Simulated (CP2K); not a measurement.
Band structure of YPt (Pnma, 8 atoms in the cell).

```
CELL_PARAMETERS angstrom
      7.21111     0.00000     0.00000
      0.00000     4.61931     0.00000
      0.00000     0.00000     5.68205
ATOMIC_POSITIONS crystal
  Y  0.18198 0.25000 0.63963
  Y  0.81802 0.75000 0.36037
  Y  0.31802 0.75000 0.13963
  Y  0.68198 0.25000 0.86037
  Pt 0.04284 0.25000 0.15288
  Pt 0.95716 0.75000 0.84712
  Pt 0.45716 0.75000 0.65288
  Pt 0.54284 0.25000 0.34712
```

Method of the run: LDA (Pade form), GPW, DZVP-MOLOPT-SR-GTH basis, GTH-PADE potentials (GTH_POTENTIALS) in CP2K.

Settings: CUTOFF = 500 Ry; REL_CUTOFF = 50 Ry; SMEAR/METHOD = GAUSSIAN; SIGMA = 0.272 eV; KPOINTS/SCHEME = MACDONALD 3 4 3 0 0.125 0; XC_FUNCTIONAL = PADE; Y/BASIS_SET = DZVP-MOLOPT-SR-GTH-q11; Y/POTENTIAL = GTH-PADE-q11; Pt/BASIS_SET = DZVP-MOLOPT-SR-GTH-q18; Pt/POTENTIAL = GTH-PADE-q18; METHOD = GPW; EPS_DEFAULT = 1e-10; EXTRAPOLATION = USE_GUESS; NGRIDS = 5.

The starting cell comes from a database of computed structures (which also holds hypothetical and non-ambient phases and stackings), without a prior relaxation at this level. Its lattice was rescaled by a random factor within 2.5 % of one. Spin-orbit coupling is off. Spin polarisation is off. Values carry the incompleteness of an atom-centred basis.

Levels in eV from the Fermi level, bands 55 to 60:
```json
[
 {"point": "Γ", "55": "-1.75", "56": "-1.57", "57": "-0.58", "58": "-0.32", "59": "-0.24", "60": "0.06"},
 {"point": "X", "55": "-1.73", "56": "-1.73", "57": "-0.01", "58": "-0.01", "59": "0.27", "60": "0.27"},
 {"point": "S", "55": "-1.63", "56": "-1.63", "57": "-0.94", "58": "-0.94", "59": "0.38", "60": "0.38"},
 {"point": "Y", "55": "-1.38", "56": "-1.38", "57": "-0.54", "58": "-0.54", "59": "0.18", "60": "0.18"},
 {"point": "Z", "55": "-1.60", "56": "-1.60", "57": "0.16", "58": "0.16", "59": "0.64", "60": "0.64"},
 {"point": "U", "55": "-1.97", "56": "-1.97", "57": "0.33", "58": "0.33", "59": "0.33", "60": "0.33"},
 {"point": "R", "55": "-1.87", "56": "-1.87", "57": "-0.69", "58": "-0.69", "59": "-0.69", "60": "-0.69"},
 {"point": "T", "55": "-2.03", "56": "-2.03", "57": "0.36", "58": "0.36", "59": "0.75", "60": "0.75"}
]
```

Bands cross the Fermi level along this path, so the cell is metallic at this level.

Higher empty bands are left out: an atom-centred basis made for the valence describes them poorly.
